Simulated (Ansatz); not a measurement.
Start from MgO in the rock salt structure (space group Fm-3m, No. 225).

```yaml
crystal:
  lattice:
    - [0.00000, 2.10706, 2.10706]
    - [2.10706, 0.00000, 2.10706]
    - [2.10706, 2.10706, 0.00000]
  atoms:
    - { symbol: Mg, position: [0.00000, 0.00000, 0.00000] }
    - { symbol: O, position: [0.50000, 0.50000, 0.50000] }
```

Levels (all Ansatz, a program for electronic structure, PAW): PBEsol (420 eV, no spin-orbit coupling); HSE06 (420 eV, scalar-relativistic without spin-orbit coupling).

Its gap is 4.62 eV with PBEsol and 6.47 eV with HSE06.

Perturbation: a hydrostatic pressure of 5 GPa.

With PBEsol the gap becomes 4.91 eV.

### Question
If the HSE06 correction stayed the same, what would the HSE06 gap be, and what does the HSE06 run give?

### Answer
A rigid correction of +1.85 eV gives 6.76 eV. The HSE06 run gives 6.79 eV, so the two effects roughly add.

Single points use the geometry relaxed with PBEsol. Load acts through the strain it causes; cell and atoms are relaxed under it. No phonon test of stability was made. No other phases were tried under pressure. The base started in P3_121 and relaxed to Fm-3m at this level.
